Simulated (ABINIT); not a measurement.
Worked example: self-consistent single point of CaC₂ (C2/c, 6 atoms in the cell) in ABINIT.

Method: PBEsol, norm-conserving pseudopotentials (PseudoDojo nc-sr-04 PBEsol standard) (plane waves; ABINIT 10.0.3).

The change in words: lattice scaled by 0.98. Reference geometry:
```
CELL_PARAMETERS angstrom
      3.34466    -2.11084     0.00000
      3.34466     2.11084     0.00000
     -2.22920     0.00000     7.14948
ATOMIC_POSITIONS crystal
  Ca 0.17452 0.82548 0.75000
  Ca 0.82548 0.17452 0.25000
  C  0.42071 0.13967 0.56012
  C  0.57929 0.86033 0.43988
  C  0.86033 0.57929 0.93988
  C  0.13967 0.42071 0.06012
```

Reference input (self-consistent single point, DFT, PBEsol, plane waves, norm-conserving pseudopotentials (PseudoDojo nc-sr-04 PBEsol standard)): pseudos = [Ca.upf, C.upf]; ecut = 41 Ha; occopt = 1; ngkpt = 5 5 3; nshiftk = 1; shiftk = 0 0 0; potentials = PseudoDojo nc-sr-04 PBEsol standard; nband = 20; kptopt = 1; nstep = 100; tolvrs = 1e-12. This run's input differs from it in these lines:

```diff
@@ -3,7 +3,7 @@
 pseudos "Ca.upf, C.upf"
-acell 3.9550455257 3.9550455257 7.4889539250 Angstrom
+acell 3.8759446500 3.8759446500 7.3391745100 Angstrom
 rprim
-         0.8456689002   -0.5337078894    0.0000000000
-         0.8456689002    0.5337078894   -0.0000000000
-        -0.2976648037   -0.0000000000    0.9546704482
+         0.8456689391   -0.5337078278   -0.0000000000
+         0.8456689391    0.5337078278    0.0000000000
+        -0.2976648119    0.0000000000    0.9546704456
 natom 6
```

Output, abridged:

```
--- !BeginCycle
solver: {iscf: 7, nstep: 100, nline: 4, wfoptalg: 0, }
tolerances: {tolvrs: 1.00E-12, }
...

     iter   Etot(hartree)      deltaE(h)  residm     vres2
 ETOT  1  -100.98602197925    -1.010E+02 7.374E-02 1.649E+03
 ETOT  2  -101.24127743002    -2.553E-01 1.712E-02 3.401E+02
 ETOT  3  -101.28918987502    -4.791E-02 4.648E-03 1.152E+00
 ETOT  4  -101.28963301990    -4.431E-04 2.234E-03 4.649E-02
 ETOT  5  -101.28963894669    -5.927E-06 1.213E-03 3.273E-02
   [... 4 lines left out ...]
 ETOT 10  -101.28964374980    -2.004E-11 2.232E-04 3.974E-09
 ETOT 11  -101.28964374980     1.506E-12 1.524E-04 2.986E-10
 ETOT 12  -101.28964374980    -1.876E-12 1.549E-04 3.392E-11
 ETOT 13  -101.28964374980     1.563E-12 9.767E-05 1.879E-13
 At SCF step   13       vres2   =  1.88E-13 < tolvrs=  1.00E-12 =>converged.

 Cartesian components of stress tensor (hartree/bohr^3)
  sigma(1 1)=  3.86450072E-05  sigma(3 2)=  0.00000000E+00
  sigma(2 2)= -5.49145143E-05  sigma(3 1)= -1.16452398E-05
  sigma(3 3)= -4.95360472E-05  sigma(2 1)=  0.00000000E+00

 ----iterations are completed or convergence reached----

 reduced coordinates (array xred) for    6 atoms
       0.174520000000      0.825480000000      0.750000000000
       0.825480000000      0.174520000000      0.250000000000
       0.420710000000      0.139670000000      0.560120000000
       0.579290000000      0.860330000000      0.439880000000
       0.860330000000      0.579290000000      0.939880000000
       0.139670000000      0.420710000000      0.060120000000
 cartesian forces (eV/Angstrom) at end:
   [... lines left out ...]
 Fermi (or HOMO) energy (hartree) =   0.10030   Average Vxc (hartree)=  -0.35678
 Fermi (or HOMO) energy (eV) =   2.72933   Average Vxc (eV)=  -9.70849
   [... lines left out ...]
total_energy        : -1.01289643749799E+02
total_energy_eV     : -2.75623137711842E+03
band_energy         : -1.33713084299477E+01
...

-Cartesian components of stress tensor (GPa)         [Pressure=  6.4536E-01 GPa]
- sigma(1 1)=  1.13697517E+00  sigma(3 2)=  0.00000000E+00
- sigma(2 2)= -1.61564052E+00  sigma(3 1)= -3.42614725E-01
- sigma(3 3)= -1.45740058E+00  sigma(2 1)=  0.00000000E+00

 Calculation completed.
```

The run converged in 13 iterations. Against the reference run the free energy drops by 13.0 meV/atom, the pressure goes from -4.69 to 0.65 GPa, the largest force goes from 0.470 to 1.281 eV/Å and the gap on the mesh goes from 2.207 to 2.141 eV.

The starting cell comes from a database of computed structures (which also holds hypothetical and non-ambient phases and stackings), without a prior relaxation at this level. Its lattice was rescaled by a random factor within 2.5 % of one. For this run, on top of that: lattice scaled by 0.98. Forces in this geometry exceed 1 eV/Å.

Cost on one core of a shared machine: roughly 4 min.
